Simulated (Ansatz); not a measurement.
Effective masses and thermopower of MgO (I4/mmm)

Given:

```yaml
crystal:
  lattice:
    - [0.00000, 2.09207, 2.11109]
    - [2.09207, 0.00000, 2.11109]
    - [2.09207, 2.09207, 0.00000]
  atoms:
    - { symbol: Mg, position: [0.00000, 0.00000, 0.00000] }
    - { symbol: O, position: [0.50000, 0.50000, 0.50000] }
```

All values below come from r2SCAN, rigid bands (plane waves, PAW, scalar-relativistic; Ansatz, a program for electronic structure). Condition of this run: biaxial stress xx = yy = 2 GPa (compression positive) (the target of the relaxation). Geometry: cell and atoms relaxed with r2SCAN, then loaded as said.

| Property | Value |
|---|---|
| band gap | 5.74 eV |
| electron conductivity mass (300 K, dilute) | 0.38 (x), 0.38 (y), 0.37 (z) mₑ |
| hole conductivity mass (300 K, dilute) | 2.2 (x), 2.2 (y), 2.3 (z) mₑ |
| effective density of states N_c (300 K) | 5.8e18 cm⁻³ |
| effective density of states N_v (300 K) | 1.9e20 cm⁻³ |
| density-of-states mass, electrons | 0.38 mₑ |
| density-of-states mass, holes | 3.8 mₑ |
| Seebeck coefficient, n-type 1e19 cm⁻³, 300 K | -179 μV/K |
| best n-type power factor at 300 K for τ = 10 fs (best axis; densities from 1e16 to 1e21 cm⁻³ tried, whether or not they can be reached) | 2.5 μW/(cm·K²) at 3e19 cm⁻³ |
| Seebeck coefficient, p-type 1e19 cm⁻³, 300 K | 500 μV/K |

Rigid bands; masses and Seebeck coefficients take one relaxation time τ for all states and one kind of carrier; polarons and phonon drag are left out. Spin-orbit coupling is left out.
